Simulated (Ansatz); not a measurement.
Antifluorite K₂S, treated with PBE in Ansatz (plane waves, PAW).

Settings: plane-wave cutoff 500 eV, 8×8×8 k mesh, gaussian smearing 0.02 eV, scalar-relativistic PAW data made under PBE.

Cell (relaxed at this level):

```cif
data_K8S4
_chemical_formula_sum 'K8 S4'
_space_group_name_H-M_alt 'Fm-3m'
_space_group_IT_number 225
_space_group_name_Hall '-F 4 2 3'
_cell_length_a 7.46190
_cell_length_b 7.46190
_cell_length_c 7.46190
_cell_angle_alpha 90.000
_cell_angle_beta 90.000
_cell_angle_gamma 90.000
loop_
_atom_site_label
_atom_site_type_symbol
_atom_site_symmetry_multiplicity
_atom_site_Wyckoff_symbol
_atom_site_fract_x
_atom_site_fract_y
_atom_site_fract_z
_atom_site_occupancy
K1 K 8 c 0.25000 0.25000 0.25000 1
S1 S 4 a 0.00000 0.00000 0.00000 1
```
(The calculation used a cell of 3 atoms; values per cell refer to that cell.)

### Question
What does this level give for the band gap?

### Answer

- band gap = 2.32 eV (on the SCF k mesh)

Computed values are for the static lattice.

Computing time: about 14 core-seconds (a rough figure).

Ansatz is an electronic-structure program.
